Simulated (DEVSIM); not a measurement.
System: abrupt Si p-n junction, at 300 K.

Layer 1 from the left is Si, thickness (μm) 1.50, Na (cm⁻³) 1.1e19, τn (s) 3.6e-6, τp (s) 3.6e-6. Layer 2 from the left is Si, thickness (μm) 68.0, Nd (cm⁻³) 2.6e15, τn (s) 3.6e-6, τp (s) 3.6e-6.

Left contact: ohmic. Right contact: ohmic. Voltage is applied to the left contact. Recombination: SRH at mid-gap, radiative. Mobility is μmin + (μ − μmin)/(1 + (N/Nref)^α).

This is a model device: material constants are rounded textbook-type values typed into the input, and sizes, dopings and lifetimes were drawn at random. Values at 300 K.

Si: gap (eV) 1.124, affinity (eV) 4.05, permittivity 11.7, Nc (cm⁻³) 2.86e19, Nv (cm⁻³) 3.1e19, μn (cm²/Vs) 1417, μp (cm²/Vs) 470, μn,min 52, μp,min 45, Nref,n 9.7e16, Nref,p 2.2e17, αn 0.68, αp 0.72, B (cm³/s) 4.7e-15.

Task: Estimate by hand the built-in potential, the peak field at zero bias, the capacitance at -3 V, and compare with a numerical solution.

Result: 
- Built-in potential: ni = √(Nc Nv) exp(−Eg/2kT) = 1.08e10 cm⁻³ with Eg = 1.124 eV; Vbi = kT/q ln(Na Nd/ni²) = 0.857 V; numerical 0.857 V.
- Peak field at zero bias: depletion approximation: W = √(2εVbi/(qN)) = 0.653 μm with N = 2.60e15 cm⁻³; field = 2Vbi/W = 26200 V/cm; numerical 186000 V/cm (estimate below by 86 %).
- Capacitance at -3 V: C = √(qεN / 2(Vbi + |V|)) = 7.48 nF/cm²; numerical 7.61 nF/cm² (estimate below by 1.7 %).

Model (solved in DEVSIM): 1D drift-diffusion, Boltzmann statistics, complete ionisation; no tunnelling, impact ionisation, image-force lowering or self-heating.
